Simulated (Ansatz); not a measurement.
## Effect of isotropic strain +1.80 % on PbO

The parent structure is PbO (space group P4/nmm, No. 129; a = 4.034 Å, c = 4.994 Å; layered, stacked along the Cartesian z axis).

Modification: the cell is scaled by 1.0180 in all directions, atoms relaxed at fixed cell.

Calculations: PBE-D3(BJ) (Ansatz, a program for electronic structure, PAW, no spin-orbit coupling). Γ-centred 8×8×7 mesh, Fermi–Dirac width 0.05 eV.

The volume per atom increases by 1.12 Å³ to 21.44 Å³ and the shortest interatomic distance grows by 0.037 bohr (4.423 bohr → 4.460 bohr). The energy grows by 6.4 meV/atom and the pressure (mean of the normal stresses, compression positive) decreases by 1.753 GPa to -1.75 GPa. The band gap rises by 0.25 eV to 1.52 eV (an upper bound: an edge found on the path is not a true extremum; the base alone) and the largest internal atomic displacement is 0.045 Å.

Spin-orbit coupling, missing from the scalar runs, can matter with Pb. Stability against distortions was not tested. The program warned that a D3 coordination switch lies within reach, so dispersion energies are less smooth here.
